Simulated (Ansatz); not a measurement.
## Fermi-surface data of PtAg3 (Pm-3m)

Given:

```yaml
crystal:
  lattice:
    - [4.00894, 0.00000, 0.00000]
    - [0.00000, 4.00894, 0.00000]
    - [0.00000, 0.00000, 4.00894]
  atoms:
    - { symbol: Ag, position: [0.00000, 0.50000, 0.50000] }
    - { symbol: Ag, position: [0.50000, 0.00000, 0.50000] }
    - { symbol: Ag, position: [0.50000, 0.50000, 0.00000] }
    - { symbol: Pt, position: [0.00000, 0.00000, 0.00000] }
```

Level of theory: PBEsol, rigid bands (plane waves, PAW, scalar-relativistic; Ansatz, a quantum-chemistry and plane-wave program). How the cell was made: cell and atoms relaxed with PBEsol.

```
Quantity                                                         Result
------------------------------------  ---------------------------------
density of states at the Fermi level  1.45 states/(eV·cell), both spins
bare Sommerfeld coefficient                   0.86 mJ/(mol of atoms·K²)
Drude plasma energy                                              7.1 eV
root-mean-square Fermi velocity                               9.2e5 m/s
resistivity times τ                                    9.8 ×10⁻²² Ω·m·s
```

A metal at this level (no band gap); rigid bands, thermally averaged at 300 K, both spins. Spin-orbit coupling is left out, which matters with elements this heavy. τ is one relaxation time for all states.

Computed structure with no diffraction record at hand here (it may be known, metastable or hypothetical): PtAg3 (Pm-3m).
